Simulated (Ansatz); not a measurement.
The reference is WSe$_{2}$ (space group Fm-3m, No. 225; ferromagnetic; a hypothetical phase, not in the database extracts checked).

```
CELL_PARAMETERS angstrom
      0.00000     3.08392     3.08392
      3.08392     0.00000     3.08392
      3.08392     3.08392     0.00000
ATOMIC_POSITIONS crystal
  W  0.00000 0.00000 0.00000
  Se 0.25000 0.25000 0.25000
  Se 0.75000 0.75000 0.75000
```

Levels (all Ansatz, a first-principles code, PAW, earlier PAW set): PBEsol (420 eV, no SOC); r2SCAN (500 eV, no spin-orbit coupling).

The geometry is relaxed with PBEsol.

- PBEsol magnetic state: ferromagnetic
- PBEsol largest site moment: 1.10 μB
- PBEsol pressure: 0.0 GPa

With r2SCAN at the same geometry, the magnetic state is still ferromagnetic; the largest site moment rises by 0.233 μB to 1.34 μB; the pressure goes from zero to 5.7 GPa.

Other magnetic orders, which the real material may have, were not ruled out. Single points use the geometry relaxed with PBEsol. Their cutoffs differ, which shifts pressures a little. No phonon test of stability was made.
